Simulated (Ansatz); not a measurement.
ZnS under load (space group Imm2), r2SCAN with spin-orbit coupling, rigid bands (Ansatz, an electronic-structure program). Condition of this run: uniaxial stress along [110] of 1 GPa (compression positive) (the target of the relaxation). Band gap 2.67 eV, N_c = 2.31e18 cm⁻³ and N_v = 2.53e19 cm⁻³ at 300 K, conductivity masses along y (a = (-0.01, 2.68, 2.71) Å; b = (2.68, -0.01, 2.71) Å; c = (2.67, 2.67, 0.00) Å) of 0.206 mₑ (electrons) and 0.693 mₑ (holes). Take k_BT = 0.02585 eV.

Q: Find the intrinsic carrier density and the intrinsic Fermi level.

A: n_i = √(N_c N_v) exp(−E_g/2k_BT) = 7.64e18 × exp(−51.64) = 2.9e-4 cm⁻³. The level lies (k_BT/2) ln(N_v/N_c) = 31 meV from mid-gap (positive towards the conduction band). Each 0.1 eV added to the gap lowers n_i by a factor of 6.9.

Q: A film of it is 8 nm thick, with its normal along the direction named. Estimate the confinement energies in an infinite well.

A: ħ²π²/(2m t²) = 0.376 eV·nm²/(m/mₑ × t²) gives 28.5 meV for electrons and 8.48 meV for holes, so the gap would widen to about 2.71 eV. Finite barriers and nonparabolic bands lower this, and with several valleys or bands the heaviest mass along the normal sets the lowest level, not this average.

Q: What thermal injection velocity √(2k_BT/πm) limits a ballistic channel along the direction named?

A: 1.19e7 cm/s for electrons and 6.46e6 cm/s for holes, a ratio of √(m_h/m_e) = 1.83, for dilute carriers.

Rigid bands with the computed gap; masses take one relaxation time for all states.
